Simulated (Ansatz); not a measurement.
The parent structure is Hf in the hcp (Mg type) structure (space group P6_3/mmc, No. 194; a = 3.2039 Å, c = 5.0724 Å; relaxed with 0.1 eV smearing). Axes: x lies along a and z along c of the hexagonal cell.

(Cell as relaxed with PBE.)

Levels (all Ansatz, a first-principles code, PAW, earlier PAW set): PBE (420 eV, spin-orbit coupling left out); r2SCAN (500 eV, without spin-orbit coupling).

Each level relaxes its own structure.

```tsv
base	PBE	r2SCAN
volume per atom	22.55 Å³	22.36 Å³
lattice parameter a	3.204 Å	3.198 Å
band gap	zero	zero
```

One thing is altered: biaxial strain −0.48 %, plane normal [001], relaxed out of plane (Cartesian); in-plane vectors clamped, the third vector and the atoms free.

```json
[
 {"quantity": "shortest interatomic distance", "PBE": "3.141 Å", "r2SCAN": "3.129 Å"},
 {"quantity": "mean in-plane stress (compression positive)", "PBE": "+1.0 GPa", "r2SCAN": "+1.1 GPa"}
]
```

PBE's shortest interatomic distance lies 0.012 Å above r2SCAN's (0.4 %). Neither level is exact; r2SCAN is the comparison here, not a measurement.

Whether these cells are dynamically stable was not tested. All final runs are without spin polarisation.
